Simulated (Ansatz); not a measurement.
Response to strain in MgS

Take MgS in the rock salt structure (space group Fm-3m, No. 225; a = 5.1820 Å) as the base. Axes: x, y, z lie along the cube axes.

Strains are applied to the cell and any free atomic positions relax; under biaxial strain the out-of-plane vector relaxes too.

Computed with PBEsol (Ansatz, a first-principles code, PAW, no SOC).

| biaxial strain, plane normal [111], relaxed out of plane (%) | out-of-plane strain (%) |
|---|---|
| 0 | 0.00 |
| 0.42 | ? |
| 0.83 | -0.47 |
| 1.25 | -0.70 |
| 1.67 | -0.93 |
| 2.08 | -1.16 |
| 2.5 | -1.39 |

### Question
Fit ε⊥ = −νε + γε² (strains in %) to the rows shown and predict the withheld row.

### Answer
Least squares on the printed values gives ν = 0.57 (the biaxial Poisson response) and γ = 0.004 (largest residual 0.00 %); this predicts -0.24 %, and the run gives -0.24 %, in agreement.

No phonon test of stability was made.
